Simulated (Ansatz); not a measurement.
Base system: BAs in the zinc blende structure (space group F-43m, No. 216; a = 4.784 Å). Axes: x, y, z lie along the cube axes.

Level of theory: r2SCAN in Ansatz (plane waves to 500 eV, PAW, no SOC).

Strains are applied to the cell and any free atomic positions relax.

One change was made to it. Results:

```tsv
quantity	base	after
band gap	1.38 eV	0.86 eV
valence-band top at Γ (three highest levels, from the VBM)	0.00, 0.00, 0.00 eV	0.00, -0.31, -0.31 eV
smallest direct gap	3.44 eV	3.13 eV
```

Question: Name the change that was made.
(A) uniaxial strain ε_zz = −1.00 %
(B) uniaxial strain ε_zz = −0.50 %
(C) uniaxial strain ε_zz = −3.00 %
(D) uniaxial strain ε_zz = −2.50 %

Answer: C, uniaxial strain ε_zz = −3.00 %. For comparison, the band gap in the other runs: uniaxial strain ε_zz = −0.50 % gives 1.29 eV; uniaxial strain ε_zz = −1.00 % gives 1.21 eV; uniaxial strain ε_zz = −2.50 % gives 0.94 eV.

Whether these cells are dynamically stable was not tested.

Ansatz is a first-principles code.
